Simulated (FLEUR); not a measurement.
Input and output of a self-consistent single point for CoPdO₂ (R-3m, 4 atoms in the cell) (FLEUR)

Method: FLEUR with PBE, all-electron FLAPW (FLEUR), scalar-relativistic valence.

The input file:

Input of the input generator:

```
CoPdO2
&input film=f /
2.6386759879 1.5234402919 10.9804671862
-2.6386759879 1.5234402919 10.9804671862
0.0000000000 -3.0468805839 10.9804671862
1.0
1.0 1.0 1.0

4
27 0.5000000000 0.5000000000 0.5000000000 : 3.00
46 0.0000000000 0.0000000000 0.0000000000 : 0.00
8 0.8875260000 0.8875260000 0.8875260000 : 0.00
8 0.1124740000 0.1124740000 0.1124740000 : 0.00

&comp jspins=2 /
&kpt div1=9 div2=9 div3=9 /
&end /
```

```xml
<?xml version="1.0" encoding="UTF-8" standalone="no"?>
<fleurInput fleurInputVersion="0.39">
   <comment>
      CoPdO2                                                                                              
   </comment>
   <calculationSetup>
      <cutoffs Kmax="4.7" Gmax="16.4" GmaxXC="16.4" numbands="0"/>
      <scfLoop itmax="60" minDistance="0.00001" maxIterBroyd="15" imix="Anderson" alpha="0.05" precondParam="0.0" spinf="2.0"/>
      <coreElectrons ctail="T" frcor="F" kcrel="0" coretail_lmax="0"/>
      <xcFunctional name="pbe" relativisticCorrections="F"/>
      <magnetism jspins="2"/>
      <soc l_soc="F" theta="0.0" phi="0.0" spav="F"/>
      <expertModes spex="0" secvar="F"/>
      <geometryOptimization l_f="T" forcealpha="1.0" forcemix="BFGS" epsdisp="0.00001" epsforce="0.00001"/>
      <ldaU l_linMix="F" mixParam="0.05" spinf="1.0"/>
   </calculationSetup>
   <cell>
      <bzIntegration valenceElectrons="43.0" mode="hist" fermiSmearingEnergy="0.00367493">
         <kPointListSelection listName="default-1"/>
         <!-- k-points included here -->
         <xi:include xmlns:xi="http://www.w3.org/2001/XInclude" href="kpts.xml"> </xi:include>
      </bzIntegration>
      <!-- symmetry operations included here -->
      <xi:include xmlns:xi="http://www.w3.org/2001/XInclude" href="sym.xml"> </xi:include>
      <bulkLattice scale="1.0">
         <bravaisMatrix>
            <row-1>    2.6386759879000001     1.5234402919000001    10.9804671862000003</row-1>
            <row-2>   -2.6386759879000001     1.5234402919000001    10.9804671862000003</row-2>
            <row-3>    0.0000000000000000    -3.0468805839000002    10.9804671862000003</row-3>
         </bravaisMatrix>
      </bulkLattice>
   </cell>
   <atomSpecies>
      <species name="Cobalt (Co3.000" element="Co" atomicNumber="27">
         <mtSphere radius="2.11" gridPoints="727" logIncrement="0.017"/>
         <atomicCutoffs lmax="8" lnonsphr="6"/>
         <electronConfig flipSpins="F">
            <coreConfig>(1s1/2) (2s1/2) (2p1/2) (2p3/2) (3s1/2)</coreConfig>
            <valenceConfig>(3p1/2) (3p3/2) (4s1/2) (3d3/2) (3d5/2)</valenceConfig>
            <stateOccupation state="(3d3/2)" spinUp="2.0" spinDown="0.8"/>
            <stateOccupation state="(3d5/2)" spinUp="3.0" spinDown="1.2"/>
         </electronConfig>
         <energyParameters s="4" p="4" d="3" f="4"/>
         <lo type="SCLO" l="1" n="3" eDeriv="0"/>
      </species>
      <species name="Palladium (Pd)" element="Pd" atomicNumber="46">
         <mtSphere radius="2.27" gridPoints="783" logIncrement="0.016"/>
         <atomicCutoffs lmax="8" lnonsphr="6"/>
         <electronConfig flipSpins="F">
            <coreConfig>(1s1/2) (2s1/2) (2p1/2) (2p3/2) (3s1/2) (3p1/2) (3p3/2) (4s1/2) (3d3/2) (3d5/2)</coreConfig>
            <valenceConfig>(4p1/2) (4p3/2) (5s1/2) (4d3/2) (4d5/2)</valenceConfig>
            <stateOccupation state="(5s1/2)" spinUp="0.5" spinDown="0.5"/>
            <stateOccupation state="(4d3/2)" spinUp="1.8" spinDown="1.8"/>
            <stateOccupation state="(4d5/2)" spinUp="2.7" spinDown="2.7"/>
         </electronConfig>
         <energyParameters s="5" p="5" d="4" f="4"/>
         <lo type="SCLO" l="1" n="4" eDeriv="0"/>
      </species>
      <species name="Oxygen (O)" element="O" atomicNumber="8">
         <mtSphere radius="1.19" gridPoints="411" logIncrement="0.025"/>
         <atomicCutoffs lmax="6" lnonsphr="4"/>
         <electronConfig flipSpins="F">
            <coreConfig>(1s1/2)</coreConfig>
            <valenceConfig>(2s1/2) (2p1/2) (2p3/2)</valenceConfig>
            <stateOccupation state="(2p1/2)" spinUp="0.6666666667" spinDown="0.6666666667"/>
            <stateOccupation state="(2p3/2)" spinUp="1.333333333" spinDown="1.333333333"/>
         </electronConfig>
         <energyParameters s="2" p="2" d="3" f="4"/>
      </species>
   </atomSpecies>
   <atomGroups>
      <atomGroup species="Cobalt (Co3.000">
         <relPos label="                   1">1.000/2.000 1.000/2.000 1.000/2.000</relPos>
         <force calculate="T" relaxXYZ="TTT"/>
      </atomGroup>
      <atomGroup species="Palladium (Pd)">
         <relPos label="                   2">.0000000000 .0000000000 .0000000000</relPos>
         <force calculate="T" relaxXYZ="TTT"/>
      </atomGroup>
      <atomGroup species="Oxygen (O)">
         <relPos label="                   3">-.1124740000 -.1124740000 -.1124740000</relPos>
         <relPos label="                   4">.1124740000 .1124740000 .1124740000</relPos>
         <force calculate="T" relaxXYZ="TTT"/>
      </atomGroup>
   </atomGroups>
   <output dos="F" band="F" slice="F">
      <checks vchk="F" cdinf="F"/>
      <bandDOS minEnergy="-.5*Htr" maxEnergy="0.5*Htr" sigma="0.015" storeEVData="T"/>
      <vacuumDOS vacdos="F" integ="F" star="F" nstars="0" locx1="0.0" locy1="0.0" locx2="0.0" locy2="0.0" nstm="0" tworkf="0.0"/>
      <unfoldingBand unfoldBand="F" supercellX="1" supercellY="1" supercellZ="1"/>
      <plotting iplot="0" polar="F">
         <plot TwoD="T" vec1="  1.0  0.0  0.0" vec2="  0.0  1.0  0.0" vec3="  0.0  0.0  1.0" zero="  0.0  0.0  0.0" file="plot"/>
      </plotting>
      <chargeDensitySlicing numkpt="0" minEigenval="0.0" maxEigenval="0.0" nnne="0" pallst="F"/>
      <specialOutput eonly="F"/>
      <magneticCircularDichroism mcd="F" energyLo="-10.0" energyUp="0.0"/>
   </output>
  <!-- We include the file relax.xml here to enable relaxations (see documentation) -->
  <xi:include xmlns:xi="http://www.w3.org/2001/XInclude" href="relax.xml"> <xi:fallback/> </xi:include>
</fleurInput>
```

The program printed (abridged):

```
      Welcome to FLEUR        (www.flapw.de)
      MaX-Release 8.1          (www.max-centre.eu)

 ========== k-point set info ==========
 Selected k-point list: default-1
 k-point list type: mesh
 9 x 9 x 9
 Number of k points: 85

 ------------Calculation Setup---------------------------
           1           5          17          85
 Number of basis functions:          487
 Iteration:     1   Distance:      51.90872729 me/bohr^3
 Iteration:     2   Distance:      33.31317695 me/bohr^3
 Iteration:     3   Distance:      24.75181987 me/bohr^3
 Iteration:     4   Distance:      21.15327739 me/bohr^3
 Iteration:     5   Distance:      20.61967986 me/bohr^3
 Iteration:     6   Distance:      20.47837736 me/bohr^3
   [... 28 lines left out ...]
 Iteration:    35   Distance:       0.00028177 me/bohr^3
 Iteration:    36   Distance:       0.00014052 me/bohr^3
 Iteration:    37   Distance:       0.00003098 me/bohr^3
 Iteration:    38   Distance:       0.00001025 me/bohr^3
 Iteration:    39   Distance:       0.00000951 me/bohr^3
 Reset of history
 Run finished successfully
 Stop message:
   Structural relaxation: new displacements generated

[file out, last iteration]
             iter=     40
          p o t e n t i a l   g e n e r a t o r
[...]
          integral of pseudo charge density inside the slab=        0.000000   0.000000
     coulomb potential in the interstitial region:
          density-coulomb potential integrals
          total density-coulomb potenti   -10433.2342130928
          density-effective potential integrals for spin  1
          density-effective potential integrals for spin  2
          total density-effective poten   -1.0720855836E+04
          charge density-energy density integrals
          total charge density-energy d   -2.2100039252E+02
 Updated energy parameters for spin:           1
  Atom    1 4s branch from -3.09 to  2.36 htr. ; e_l =  0.1740
  Atom    1 4p branch from -1.72 to  3.00 htr. ; e_l =  0.3041
  Atom    1 3d branch from -9.99 to  0.49 htr. ; e_l =  0.3092
  Atom    1 4f branch from -9.99 to  4.12 htr. ; e_l =  0.6166
  Atom    1 3p branch from-27.63 to -1.72 htr. ; e_l(l -1.7549
  Atom    2 5s branch from -2.68 to  2.36 htr. ; e_l =  0.2475
  Atom    2 5p branch from -1.39 to  3.14 htr. ; e_l =  0.3776
  Atom    2 4d branch from-11.53 to  0.57 htr. ; e_l =  0.2912
  Atom    2 4f branch from -9.99 to  2.62 htr. ; e_l =  0.6716
  Atom    2 4p branch from-18.53 to -1.39 htr. ; e_l(l -1.4482
  Atom    3 2s branch from-18.28 to  2.11 htr. ; e_l = -0.5775
  Atom    3 2p branch from -9.99 to  2.08 htr. ; e_l = -0.2427
  Atom    3 3d branch from -9.99 to  8.43 htr. ; e_l = -0.0250
  Atom    3 4f branch from -9.99 to 14.59 htr. ; e_l =  0.1346
 Updated energy parameters for spin:           2
  Atom    1 4s branch from -3.09 to  2.36 htr. ; e_l =  0.1740
  Atom    1 4p branch from -1.72 to  3.00 htr. ; e_l =  0.3041
  Atom    1 3d branch from -9.99 to  0.49 htr. ; e_l =  0.3092
  Atom    1 4f branch from -9.99 to  4.12 htr. ; e_l =  0.6166
  Atom    1 3p branch from-27.63 to -1.72 htr. ; e_l(l -1.7549
  Atom    2 5s branch from -2.68 to  2.36 htr. ; e_l =  0.2475
  Atom    2 5p branch from -1.39 to  3.14 htr. ; e_l =  0.3776
   [... lines left out ...]
          first approx. to ef    (T=0)  :   0.417274 htr   (energy of the highest occ. eigenvalue)
FERHIS:  Fermi-Energy by histogram:
          bandgap                     :   0.000000 htr
          charge neutrality (T=0)     :   0.004115    (zero if the highest occ. eigenvalue is "entirely" occupied)
     EF_NEWTON:  Adjust Fermi-Energy by Newton-Method.
 Direct bandgap for spin            1 :    2.5832295300077968E-002  Htr
 Direct bandgap for spin            2 :    2.5832285011301026E-002  Htr
   [... lines left out ...]
 ---->    (input%tkb*entropy) TS=              0.0009758244 htr
 ---->    free energy=                     -6590.9628185190 htr
      extrapolation for T->0
 ---->    total electron energy=           -6590.9623306068 htr
SPIN-1 FORCE FOR ATOM TYPE=  1  X=  0.000   Y=  0.000   Z= 16.471      FX_SP = 0.000000 FY_SP = 0.000000 FZ_SP = 0.000000
SPIN-2 FORCE FOR ATOM TYPE=  1  X=  0.000   Y=  0.000   Z= 16.471      FX_SP = 0.000000 FY_SP = 0.000000 FZ_SP = 0.000000
SPIN-1 FORCE FOR ATOM TYPE=  2  X=  0.000   Y=  0.000   Z=  0.000      FX_SP = 0.000000 FY_SP = 0.000000 FZ_SP = 0.000000
SPIN-2 FORCE FOR ATOM TYPE=  2  X=  0.000   Y=  0.000   Z=  0.000      FX_SP = 0.000000 FY_SP = 0.000000 FZ_SP = 0.000000
SPIN-1 FORCE FOR ATOM TYPE=  3  X=  0.000   Y=  0.000   Z= -3.705      FX_SP = 0.000000 FY_SP = 0.000000 FZ_SP = 0.000053
SPIN-2 FORCE FOR ATOM TYPE=  3  X=  0.000   Y=  0.000   Z= -3.705      FX_SP = 0.000000 FY_SP = 0.000000 FZ_SP = 0.000053
 ***** TOTAL FORCES ON ATOMS *****
 TOTAL FORCE FOR ATOM TYPE=  1  X=  0.000   Y=  0.000   Z= 16.471
                       FX_TOT= 0.000000 FY_TOT= 0.000000 FZ_TOT= 0.000000
 TOTAL FORCE FOR ATOM TYPE=  2  X=  0.000   Y=  0.000   Z=  0.000
                       FX_TOT= 0.000000 FY_TOT= 0.000000 FZ_TOT= 0.000000
 TOTAL FORCE FOR ATOM TYPE=  3  X=  0.000   Y=  0.000   Z= -3.705
                       FX_TOT= 0.000000 FY_TOT= 0.000000 FZ_TOT= 0.000107
```

The run converged in 39 iterations. FLEUR gives forces in its relaxation mode, with a further iteration, so its stop message speaks of a relaxation.

The starting cell comes from a database of computed structures (which also holds hypothetical and non-ambient phases and stackings), without a prior relaxation at this level. Its lattice was rescaled by a random factor within 2.5 % of one. The starting moments vanished: the run ended non-magnetic, which need not be the lowest state. Values depend on the basis (sphere radii, cutoffs, local orbitals), which need not be converged. The log's line on a gap gives a spacing of levels on this mesh, which the program prints for metals too.

Cost on one core of a shared machine: roughly 10 min.
